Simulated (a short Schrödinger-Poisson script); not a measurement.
Stack: gated In0.52Al0.48As/In0.53Ga0.47As δ-doped gas in a quantum well, at 20 K.

```csv
layer,material,thickness (nm),Na (cm⁻³)
1,In0.52Al0.48As,10,-
2,In0.52Al0.48As,20,-
3,In0.53Ga0.47As,15,-
4,In0.52Al0.48As,4000,2e15
```

The device is made up for the run: typed textbook-type constants, with dimensions and the other settings drawn at random. In0.52Al0.48As: permittivity 12.5, conduction-band edge (eV) 0.52, gap (eV) 1.45, electron mass (mₑ) 0.075, Nv at 300 K (cm⁻³) 1.1e19. In0.53Ga0.47As: permittivity 13.9, conduction-band edge (eV) 0, gap (eV) 0.74, Nv at 300 K (cm⁻³) 7.7e18.

Channel valleys (confinement mass, in-plane density-of-states mass, number): Γ 0.041, 0.041, 1. At the gate the conduction-band edge of layer 1 lies 0.65 eV − eVg above the Fermi level of the channel; the field vanishes at the back. Sheet of ionised δ-doping: +3.2e12 e/cm² at 10 nm from the gate. The barrier under the gate holds no holes. Gaps are held at their typed values at every temperature. Mesh 0.08 nm at interfaces.

Solved with a short Schrödinger-Poisson script written for these runs: 1D Poisson equation in equilibrium, electrons quantum, Hartree (BenDaniel-Duke, 40 states a valley, the channel's in-plane mass for all, wave functions free to enter the barrier), parabolic valleys, classical holes, full ionisation, no traps, pinning or gate leakage.

The same stack at other levels of the model or other numerical settings:

| run | sheet density of all electrons at Vg = 0.4 V (cm⁻²) | sheet density of all electrons at Vg = -0.1 V (cm⁻²) | capacitance at Vg = 0.4 V (μF/cm²) | centroid of the channel electrons at Vg = 0.4 V (nm) | rough cost against the base |
|---|---|---|---|---|---|
| base | 1.14e12 | 2.19e11 | 0.300 | 5.53 | about 1 |
| electrons treated as classical, Boltzmann | 1.49e12 | 3.48e11 | 0.367 | 0.36 | 0.03 |
| electrons treated as classical, Fermi-Dirac | 1.20e12 | 2.55e11 | 0.432 | 5.00 | 0.1 |
| electrons treated as quantum, Hartree plus LDA exchange-correlation | 1.16e12 | 2.33e11 | 0.303 | 5.45 | about 1 |
| mesh six times as coarse | 1.14e12 | 2.19e11 | 0.300 | 5.51 | 0.2 |
| one subband a valley | 1.14e12 | 2.19e11 | 0.300 | 5.53 | 0.2 |

The classical rows ignore confinement, and Boltzmann statistics overrate the density once the band edge passes the Fermi level.
